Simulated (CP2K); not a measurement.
## Input and output of a self-consistent single point for Pt₃Ti (Pm-3m, 4 atoms in the cell) (CP2K)

Computed with PBE, GPW, TZVP-MOLOPT-SR-GTH basis, GTH-PBE potentials (GTH_POTENTIALS) in CP2K.

This input was run:

```
&GLOBAL
  PROJECT calc
  RUN_TYPE ENERGY_FORCE
  PRINT_LEVEL MEDIUM
&END GLOBAL
&FORCE_EVAL
  METHOD Quickstep
  STRESS_TENSOR ANALYTICAL
  &DFT
    BASIS_SET_FILE_NAME BASIS_MOLOPT_UCL
    POTENTIAL_FILE_NAME GTH_POTENTIALS
    &QS
      METHOD GPW
      EPS_DEFAULT 1E-10
    &END QS
    &MGRID
      CUTOFF 600
      REL_CUTOFF 40
      NGRIDS 5
    &END MGRID
    &SCF
      SCF_GUESS ATOMIC
      EPS_SCF 1E-6
      MAX_SCF 100
      ADDED_MOS 11
      &DIAGONALIZATION
        ALGORITHM STANDARD
      &END DIAGONALIZATION
      &MIXING
        METHOD BROYDEN_MIXING
        ALPHA 0.2
        NBUFFER 10
        BETA 1
      &END MIXING
      &SMEAR ON
        METHOD FERMI_DIRAC
        ELECTRONIC_TEMPERATURE [K] 1160.45
      &END SMEAR
    &END SCF
    &KPOINTS
      SCHEME MONKHORST-PACK 6 6 6
      GAMMA_CENTERED T
    &END KPOINTS
    &XC
      &XC_FUNCTIONAL PBE
      &END XC_FUNCTIONAL
    &END XC
    &PRINT
      &MO
        EIGENVALUES T
        OCCUPATION_NUMBERS T
        NDIGITS 8
        FILENAME mo
        &EACH
          QS_SCF 0
        &END EACH
        ADD_LAST NUMERIC
      &END MO
      &MULLIKEN ON
      &END MULLIKEN
    &END PRINT
  &END DFT
  &SUBSYS
    &CELL
      A 3.92000000 0.00000000 0.00000000
      B 0.00000000 3.92000000 0.00000000
      C 0.00000000 0.00000000 3.92000000
      PERIODIC XYZ
    &END CELL
    &COORD
      Ti       0.00000000     0.00000000     0.00000000
      Pt       0.00000000     1.96000000     1.96000000
      Pt       1.96000000     0.00000000     1.96000000
      Pt       1.96000000     1.96000000     0.00000000
    &END COORD
    &KIND Ti
      BASIS_SET TZVP-MOLOPT-SR-GTH
      POTENTIAL GTH-PBE-q12
    &END KIND
    &KIND Pt
      BASIS_SET TZVP-MOLOPT-SR-GTH
      POTENTIAL GTH-PBE-q18
    &END KIND
  &END SUBSYS
  &PRINT
    &FORCES ON
    &END FORCES
    &STRESS_TENSOR ON
    &END STRESS_TENSOR
  &END PRINT
&END FORCE_EVAL
```

Output (repeated stretches shortened):

```
 GLOBAL| Method name                                                        CP2K
 GLOBAL| Project name                                                       calc
 GLOBAL| Run type                                                   ENERGY_FORCE

 CELL| Volume [angstrom^3]:                                            60.236288
 CELL| Vector a [angstrom]:       3.920     0.000     0.000   |a| =     3.920000
 CELL| Vector b [angstrom]:       0.000     3.920     0.000   |b| =     3.920000
 CELL| Vector c [angstrom]:       0.000     0.000     3.920   |c| =     3.920000
 CELL| Angle (b,c), alpha [degree]:                                    90.000000
 CELL| Angle (a,c), beta  [degree]:                                    90.000000
 CELL| Angle (a,b), gamma [degree]:                                    90.000000
 CELL| Numerically orthorhombic:                                             YES
 CELL| Periodicity                                                           XYZ

 DFT| Spin restricted Kohn-Sham (RKS) calculation                            RKS
 DFT| Multiplicity                                                             1
 DFT| Number of spin states                                                    1
 DFT| Charge                                                                   0
 DFT| XC density smoothing                                                  NONE
 DFT| XC derivatives                                                          PW

 QS| Method:                                                                 GPW
 QS| Density plane wave grid type                        NON-SPHERICAL FULLSPACE
 QS| Number of grid levels:                                                    5
 QS| Density cutoff [a.u.]:                                                300.0
 QS| Multi grid cutoff [a.u.]: 1) grid level                               300.0
   [... lines left out ...]
 BRILLOUIN| Wavefunction type                                            COMPLEX
 BRILLOUIN| List of Kpoints [2 Pi/Bohr]                                      112
 BRILLOUIN| Number           Weight            X              Y              Z
 BRILLOUIN|     1           0.00926       -0.33333       -0.33333       -0.33333
 BRILLOUIN|     2           0.00926       -0.33333       -0.33333       -0.16667
 BRILLOUIN|     3           0.00926       -0.33333       -0.33333        0.00000
   [... 109 lines left out ...]
 *******************************************************************************

 Extrapolation method: initial_guess

 Re-scaling the density matrix to get the right number of electrons
                  # Electrons              Trace(P)               Scaling factor
                           66                66.000                        1.000

 Number of electrons:                                                         66
 Number of occupied orbitals:                                                 33
 Number of molecular orbitals:                                                44

 Number of orbital functions:                                                140
 Number of independent orbital functions:                                    140
 SCF WAVEFUNCTION OPTIMIZATION

  Step     Update method      Time    Convergence         Total energy    Change
     1 NoMix/Diag. 0.20E+00      -     2.54940647      -420.1851043221 -4.20E+02
     2 Broy./Diag. 0.20E+00      -     0.26909749      -423.1579184071 -2.97E+00
     3 Broy./Diag. 0.20E+00      -     0.04756350      -421.7208158372  1.44E+00
     4 Broy./Diag. 0.20E+00      -     0.07968504      -420.1350672857  1.59E+00
     5 Broy./Diag. 0.20E+00      -     0.07752522      -418.6732165997  1.46E+00
     6 Broy./Diag. 0.20E+00      -     0.04003919      -418.9189067598 -2.46E-01
     7 Broy./Diag. 0.20E+00      -     0.00393322      -418.8723471201  4.66E-02
   [... 3 lines left out ...]
    11 Broy./Diag. 0.20E+00      -     0.00009106      -418.9028717766  1.40E-04
    12 Broy./Diag. 0.20E+00      -     0.00001316      -418.9031062552 -2.34E-04
    13 Broy./Diag. 0.20E+00      -     0.00000405      -418.9030502937  5.60E-05
    14 Broy./Diag. 0.20E+00      -     0.00000284      -418.9030570935 -6.80E-06
    15 Broy./Diag. 0.20E+00      -     0.00000012      -418.9030477677  9.33E-06
  *** SCF run converged in    15 steps ***

  Electronic density on regular grids:        -65.9999999996        0.0000000004
  Core density on regular grids:               65.9999999962       -0.0000000038
  Total charge density on r-space grids:       -0.0000000034
  Total charge density g-space grids:          -0.0000000034

  Overlap energy of the core charge distribution:               0.00000000009540
  Self energy of the core charge distribution:               -655.29135419641511
  Core Hamiltonian energy:                                    149.01316231740475
  Hartree energy:                                             129.93187286229107
  Exchange-correlation energy:                                -42.55443016592555
  Electronic entropic energy:                                  -0.00229858415237
  Fermi energy:                                                 0.58324322588998

  Total energy:                                              -418.90304776773053
  Total energy (extrapolated to T->0):                       -418.90189847565432

                     Mulliken Population Analysis

 #  Atom  Element  Kind  Atomic population                           Net charge
       1     Ti       1         11.944445                              0.055555
       2     Pt       2         18.018503                             -0.018503
       3     Pt       2         18.018509                             -0.018509
       4     Pt       2         18.018543                             -0.018543
 # Total charge                             66.000000                 -0.000000

 ENERGY| Total FORCE_EVAL ( QS ) energy [hartree]           -418.903048023806548

 FORCES| Atomic forces [hartree/bohr]
 FORCES|   Atom     x               y               z               |f|
 FORCES|      1  3.42060087E-10  3.42058694E-10  3.42046181E-10   5.92456617E-10
 FORCES|      2  3.35106145E-10 -3.20666165E-10 -3.20646516E-10   5.63859119E-10
 FORCES|      3 -3.20677110E-10  3.35096585E-10 -3.20677968E-10   5.63877548E-10
 FORCES|      4 -3.20669156E-10 -3.20659663E-10  3.35092470E-10   5.63860170E-10
 FORCES| Sum     3.58199665E-11  3.58294507E-11  3.58141673E-11
 FORCES| Total atomic force                                       6.20441304E-11

 STRESS| Analytical stress tensor [bar]
 STRESS|                        x                   y                   z
 STRESS|      x        5.07717569034E+04   3.36038086099E-05   3.36015523236E-05
 STRESS|      y        3.36038086099E-05   5.07703315416E+04   3.36108752978E-05
 STRESS|      z        3.36015523236E-05   3.36108752978E-05   5.07734795316E+04
 STRESS| 1/3 Trace                                             5.07718559922E+04
```

The run converged in 15 iterations.

The starting cell has typed, rounded lattice constants, without a prior relaxation at this level. Spin polarisation is off. Values carry the incompleteness of an atom-centred basis. With a pressure of about 5 GPa the cell is away from its equilibrium volume at this level.

Cost on one core of a shared machine: roughly 60 s.
